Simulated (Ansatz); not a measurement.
System: GeSb₂Te₄ (model structure, started from the GeSb2Te4 type, R-3m, No. 166, 7 atoms in the cell). Method: r²SCAN (plane waves, PAW; Ansatz, a quantum-chemistry and plane-wave program).

Settings: plane-wave cutoff 560 eV, 10×10×10 k mesh, Fermi–Dirac smearing 0.01 eV, scalar-relativistic PAW data made under PBE.

Cell (relaxed at this level):

```cif
data_Ge3Sb6Te12
_chemical_formula_sum 'Ge3 Sb6 Te12'
_space_group_name_H-M_alt 'R-3m :H'
_space_group_IT_number 166
_space_group_name_Hall '-R 3 2"'
_cell_length_a 4.28287
_cell_length_b 4.28287
_cell_length_c 42.33057
_cell_angle_alpha 90.000
_cell_angle_beta 90.000
_cell_angle_gamma 120.000
loop_
_atom_site_label
_atom_site_type_symbol
_atom_site_symmetry_multiplicity
_atom_site_Wyckoff_symbol
_atom_site_fract_x
_atom_site_fract_y
_atom_site_fract_z
_atom_site_occupancy
Ge1 Ge 3 a 0.00000 0.00000 0.00000 1
Sb1 Sb 6 c 0.00000 0.00000 0.42094 1
Te1 Te 6 c 0.00000 0.00000 0.12767 1
Te2 Te 6 c 0.00000 0.00000 0.29342 1
```
(The calculation used a cell of 7 atoms; values per cell refer to that cell.)

Problem. Estimate the band gap and Γ–Γ gap that the calculation returns.

Solution. 
band gap: 0.60 eV (on the SCF k mesh)
Γ–Γ gap: 0.90 eV

Note: the relaxation could raise the start's symmetry but not lower it, so the cell can be a saddle point; the cell has widely spaced layers and the level no dispersion term, so their spacing and the moduli can rest on weak binding.

Spin–orbit coupling is not included; with these elements it can move the gap by several tenths of an eV or more.

The computed numbers hold no vibrational or temperature effects.

A model structure was made by putting elements into a prototype or built by hand; it is no filed structure, need not be a known phase, and can be a saddle point held by its symmetry.
